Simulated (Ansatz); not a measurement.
# Pd under a change: isotropic strain +4.76 %

Base system: Pd in the fcc (Cu type) structure (space group Fm-3m, No. 225; a = 3.876 Å).

The change: an isotropic linear strain of +4.76 %, atoms relaxed at fixed cell.

Computed with PBEsol/PAW in Ansatz (an electronic-structure program), no spin-orbit coupling. Γ-centred 21×21×21 mesh, Fermi–Dirac width 0.05 eV.

| quantity | base | changed | shift |
|---|---|---|---|
| volume per atom | 14.55 Å³ | 16.73 Å³ | +2.18 Å³ |
| shortest interatomic distance | 274.1 pm | 287.1 pm | +13.0 pm |
| energy relative to the base (free energy F) | 0 meV/atom | +154 meV/atom | +154 meV/atom |
| pressure | 0.0 GPa | -19.4 GPa | -19.4 GPa |
| band gap | zero | zero | – |

Final structure:

```
CELL_PARAMETERS angstrom
      0.00000     2.03011     2.03011
      2.03011     0.00000     2.03011
      2.03011     2.03011     0.00000
ATOMIC_POSITIONS crystal
  Pd 0.00000 0.00000 0.00000
```

Stability against distortions was not tested. All final runs are without spin polarisation. Pd lies near a magnetic instability that expansion can trigger; it was not tested.
